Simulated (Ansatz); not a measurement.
Worked example: self-consistent single point of SrPd2 (Fd-3m, 6 atoms in the cell) in Ansatz (a program for electronic structure).

Method: PBEsol, PAW files made with PBE (plane waves; Ansatz).

The change in words: lattice scaled by 0.98. Reference geometry:
```yaml
crystal:
  lattice:
    - [0.00000, 3.93562, 3.93562]
    - [3.93562, 0.00000, 3.93562]
    - [3.93562, 3.93562, 0.00000]
  atoms:
    - { symbol: Sr, position: [0.75000, 0.75000, 0.75000] }
    - { symbol: Sr, position: [0.50000, 0.50000, 0.50000] }
    - { symbol: Pd, position: [0.12500, 0.62500, 0.12500] }
    - { symbol: Pd, position: [0.12500, 0.12500, 0.12500] }
    - { symbol: Pd, position: [0.62500, 0.12500, 0.12500] }
    - { symbol: Pd, position: [0.12500, 0.12500, 0.62500] }
```

Reference input (self-consistent single point, DFT, PBEsol, plane waves, PAW files made with PBE): kpoints.mp_grid.grid = 7 7 7; hamiltonian.xc = pbesol; hamiltonian.pseudopotentials = {kind: paw} (the program's default PAW files); scf.occupations.method = gaussian; scf.occupations.width = 0.136 eV. This run's input differs from it in these lines:

```diff
@@ -3,5 +3,5 @@
   lattice:
-    - [0.000000, 3.935625, 3.935625]
-    - [3.935625, 0.000000, 3.935625]
-    - [3.935625, 3.935625, 0.000000]
+    - [0.000000, 3.856912, 3.856912]
+    - [3.856912, 0.000000, 3.856912]
+    - [3.856912, 3.856912, 0.000000]
   atoms:
```

Output, abridged:

```
SCF iter   1: F=—  HF=-34658.670347 eV  |F-HF|=—  |Δ(HF+E_count)|=         —  Δρ=4.21e-1  dr2=4.33e2  ethr=3.10e-3  ⟨swp⟩=10.7  Hψ=6346  notcnv=0
all-band conjugate gradients solve this SCF's bands
preconditioner: auto → Kerker (q_TF=auto, 2.630 Å⁻¹)
SCF iter   2: F=—  HF=-34617.222506 eV  |F-HF|=—  |Δ(HF+E_count)|=    4.14e1  Δρ=7.84e-2  dr2=1.47e1  ethr=3.10e-3  ⟨swp⟩=4.3  Hψ=3032  notcnv=0  defer=43
   [... lines left out ...]
SCF iter   7: F=—  HF=-34615.024917 eV  |F-HF|=—  |Δ(HF+E_count)|=   6.36e-4  Δρ=3.60e-4  dr2=3.96e-4  ethr=3.52e-6  ⟨swp⟩=1.5  Hψ=1188  notcnv=0  defer=44
SCF iter   8: F=—  HF=-34615.024836 eV  |F-HF|=—  |Δ(HF+E_count)|=   8.06e-5  Δρ=5.88e-5  dr2=5.87e-6  ethr=4.30e-7  ⟨swp⟩=2.1  Hψ=1632  notcnv=0  defer=44
SCF iter   9: F=—  HF=-34615.024817 eV  |F-HF|=—  |Δ(HF+E_count)|=   1.89e-5  Δρ=1.40e-5  dr2=3.51e-7  ethr=6.38e-9  ⟨swp⟩=2.0  Hψ=1782  notcnv=0  defer=44
SCF iter  10: F=-34615.024817 eV  HF=-34615.024817 eV  |F-HF|=4.66e-10  |Δ(HF+E_count)|=   5.72e-8  Δρ=2.54e-6  dr2=5.63e-9  ethr=1.09e-10  ⟨swp⟩=14.6  Hψ=5841  notcnv=0
SCF 1 converged in 10 iterations: F = -34615.024817 eV  dr2 = 5.63e-9
Free energy (F): -34615.024817 eV
Internal energy: -34614.997030 eV  (E = F + TS)
E sigma→0 (E₀):  -34615.010924 eV
Entropy (-TS):   -0.027787 eV (-4.631 meV/atom)
Fermi energy:    15.449455 eV
--- Forces (eV/Å), atoms counted from 1 ---
  atom   1  Sr     0.00000000    -0.00000000    -0.00000000
   [... zero for the other atoms too ...]
--- Stress (GPa, compression-positive) ---
        2.509943      -0.000000       0.000000
       -0.000000       2.509943      -0.000000
       -0.000000       0.000000       2.509943
  P = ⅓ Tr σ = 2.5099 GPa (25.099 kbar)
  The stress holds the Pulay correction. Without it, at fixed plane waves, as pw.x and ABINIT print it: P = 2.4870 GPa
```

The run converged in 10 iterations. Against the reference run the free energy drops by 3.8 meV/atom and the pressure goes from -3.19 to 2.51 GPa.

The starting cell comes from a database of computed structures (which also holds hypothetical and non-ambient phases and stackings), without a prior relaxation at this level. For this run, on top of that: lattice scaled by 0.98. Spin polarisation is off. Ansatz's pressure includes its estimate of the finite-basis (Pulay) stress.

Keys are those of Ansatz 0.2.
